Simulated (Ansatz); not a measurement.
Data:

```
CELL_PARAMETERS angstrom
      0.00000     3.24460     3.24460
      3.24460     0.00000     3.24460
      3.24460     3.24460     0.00000
ATOMIC_POSITIONS crystal
  Te 0.75000 0.75000 0.75000
  Cd 0.00000 0.00000 0.00000
```

No spin polarisation.

A single point on CdTe, its geometry relaxed with PBEsol.

Method: Ansatz (a quantum-chemistry and plane-wave program), r2SCAN, PAW, cutoff 500 eV, no spin-orbit coupling. k-mesh 9×9×9 (Γ-centred); smearing 0.05 eV (Fermi–Dirac).

Task: Predict the electron mass, hole mass and gap character.

Result: The electron mass is 0.094 mₑ (at Γ), the hole mass (degenerate bands, along [100]) is 0.096, 0.52, 0.52 mₑ (at Γ) and the gap character is direct at Γ.

Single points use the geometry relaxed with PBEsol. With Te present, leaving out spin-orbit coupling can change the band edges. Effective masses come from finite differences of ±0.01 Å⁻¹. Stability against distortions was not tested. The cell is CdTe in the zinc blende structure (space group F-43m, No. 216).
